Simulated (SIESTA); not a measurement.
SIESTA run on CaC2 (P-1, 6 atoms in the cell): self-consistent single point.

Method: LDA PW92, numerical atomic orbitals DZP, PseudoDojo LDA standard norm-conserving potentials (rewritten from UPF to PSML) (SIESTA).

The change in words: lattice scaled by 0.98. Reference geometry:
```yaml
crystal:
  lattice:
    - [3.87625, 0.00000, 0.00000]
    - [1.84964, 3.53935, 0.00000]
    - [0.41179, 1.00694, 7.21993]
  atoms:
    - { symbol: Ca, position: [0.22555, 0.98060, 0.75247] }
    - { symbol: Ca, position: [0.77445, 0.01940, 0.24753] }
    - { symbol: C, position: [0.13145, 0.40051, 0.06016] }
    - { symbol: C, position: [0.86855, 0.59949, 0.93984] }
    - { symbol: C, position: [0.44816, 0.63441, 0.43396] }
    - { symbol: C, position: [0.55184, 0.36559, 0.56604] }
```

Reference input (self-consistent single point, DFT, LDA PW92, numerical atomic orbitals DZP, PseudoDojo LDA standard norm-conserving potentials (rewritten from UPF to PSML)): XC.functional = LDA; XC.authors = PW92; potentials = PseudoDojo LDA standard; PAO.BasisSize = DZP; PAO.EnergyShift = 0.01 Ry; MeshCutoff = 300 Ry; kgrid.MonkhorstPack = 7 6 3; OccupationFunction = FD; ElectronicTemperature = 10 K; MaxSCFIterations = 150; SCF.Mixer.Method = Pulay; SCF.Mixer.Weight = 0.1. This run's input differs from it in these lines:

```diff
@@ -10,7 +10,7 @@
 %endblock ChemicalSpeciesLabel
-LatticeConstant              3.876246 Ang
+LatticeConstant              3.798721 Ang
 %block LatticeVectors
      1.000000000    0.000000000    0.000000000
-     0.477173275    0.913086528    0.000000000
-     0.106233712    0.259772987    1.862609597
+     0.477173238    0.913086536    0.000000000
+     0.106233651    0.259772960    1.862609547
 %endblock LatticeVectors
@@ -18,8 +18,8 @@
 %block AtomicCoordinatesAndAtomicSpecies
-     0.773403795    1.090844028    1.401557843  1
-     0.810003192    0.082015486    0.461051754  1
-     0.328953689    0.381328228    0.112054593  2
-     1.254453298    0.791531286    1.750555004  2
-     0.796984679    0.692002309    0.808298061  2
-     0.786422308    0.480857205    1.054311536  2
+     0.773403712    1.090844017    1.401557806  1
+     0.810003176    0.082015480    0.461051741  1
+     0.328953670    0.381328230    0.112054590  2
+     1.254453219    0.791531267    1.750554956  2
+     0.796984629    0.692002303    0.808298039  2
+     0.786422260    0.480857193    1.054311508  2
 %endblock AtomicCoordinatesAndAtomicSpecies
```

Output (repeated stretches shortened):

```
        iscf     Eharris(eV)        E_KS(eV)     FreeEng(eV)     dDmax    Ef(eV) dHmax(eV)
   scf:    1    -2742.503552    -2752.265972    -2752.265972  1.593708 -9.349943  5.870068
   scf:    2    -2754.657650    -2753.495048    -2753.495048  0.034863 -6.778143  4.702565
   scf:    3    -2756.753214    -2755.777232    -2755.777232  0.200571 -5.371057  0.377422
   scf:    4    -2755.791083    -2755.785554    -2755.785554  0.011346 -5.352086  0.448346
   scf:    5    -2755.788207    -2755.790217    -2755.790217  0.024614 -5.654540  0.272157
   [... 2 lines left out ...]
   scf:    8    -2755.796732    -2755.796402    -2755.796402  0.002960 -5.678730  0.010615
   scf:    9    -2755.796383    -2755.796404    -2755.796404  0.000992 -5.680272  0.010430
   scf:   10    -2755.796419    -2755.796414    -2755.796414  0.000448 -5.678872  0.001012
   scf:   11    -2755.796414    -2755.796414    -2755.796414  0.000043 -5.678917  0.000062
SCF Convergence by DM+H criterion
max |DM_out - DM_in|         :     0.0000434026
max |H_out - H_in|      (eV) :     0.0000615226
SCF cycle converged after 11 iterations

Using DM_out to compute the final energy and forces

siesta: E_KS(eV) =            -2755.7964

siesta: E_KS - E_eggbox =     -2755.7964

siesta: Atomic forces (eV/Ang):
     1   -0.233105    0.061455    0.053396
     2    0.233105   -0.061455   -0.053396
     3    2.000848   -1.630094    2.357858
     4   -2.000848    1.630094   -2.357858
     5    0.002443    2.362483   -2.701005
     6   -0.002443   -2.362483    2.701005
   Tot   -0.000000   -0.000000    0.000000
   Max    2.701005
   Res    1.671919    sqrt( Sum f_i^2 / 3N )
   Max    2.701005    constrained

   [... lines left out ...]
siesta: FreeEng =     -2755.796414
   [... lines left out ...]
siesta:    -0.044730    0.015823   -0.021131
siesta:     0.015823   -0.050031    0.046243
siesta:    -0.021131    0.046243   -0.069352

siesta: Cell volume =         93.227912 Ang**3

siesta: Pressure (static):
siesta:                Solid            Molecule  Units
siesta:           0.00059581          0.00115237  Ry/Bohr**3
siesta:           0.05470442          0.10580583  eV/Ang**3
siesta:          87.64613877        169.51962905  kBar
```

The run converged in 11 iterations. Against the reference run the free energy goes up by 29.6 meV/atom, the pressure goes from 1.36 to 8.76 GPa, the largest force goes from 1.519 to 3.588 eV/Å and the gap on the mesh goes from 3.465 to 3.394 eV.

The starting cell comes from a database of computed structures (which also holds hypothetical and non-ambient phases and stackings), without a prior relaxation at this level. Its lattice was rescaled by a random factor within 2.5 % of one. For this run, on top of that: lattice scaled by 0.98. Values carry the incompleteness of an atom-centred basis. The basis of the alkali or alkaline-earth atoms may lack their empty d shell, which can raise the gap. With a pressure of about 9 GPa the cell is away from its equilibrium volume at this level. Forces in this geometry exceed 1 eV/Å.
